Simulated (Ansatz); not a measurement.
What isotropic strain −2.00 % does to Ir

Base system: Ir in the fcc (Cu type) structure (space group Fm-3m, No. 225; a = 3.872 Å; relaxed with 0.1 eV smearing).

It is then changed as follows: the cell is scaled by 0.9800 in all directions; the atoms relax in the strained cell.

All numbers come from Ansatz (an electronic-structure program) PBE, scalar-relativistic without spin-orbit coupling. Γ-centred 29×29×29 mesh, Fermi–Dirac width 0.1 eV.

| quantity | base | changed | shift |
|---|---|---|---|
| space group | Fm-3m (No. 225) | Fm-3m (No. 225) | – |
| shortest interatomic distance | 2.738 Å | 2.683 Å | -0.055 Å |
| energy relative to the base (free energy F) | 0 meV/atom | +61 meV/atom | +61 meV/atom |
| pressure | 0.0 GPa | 24.5 GPa | +24.5 GPa |
| band gap | zero | zero | – |

Final structure:

```xyz
1
Lattice="0.0000 1.8971 1.8971 1.8971 0.0000 1.8971 1.8971 1.8971 0.0000" Properties=species:S:1:pos:R:3 pbc="T T T"
Ir     0.0000     0.0000     0.0000
```

Cost of the whole job for the changed cell (relaxation, final SCF and bands): roughly 15 core-seconds.

Stability against distortions was not tested. The final runs are not spin-polarised.
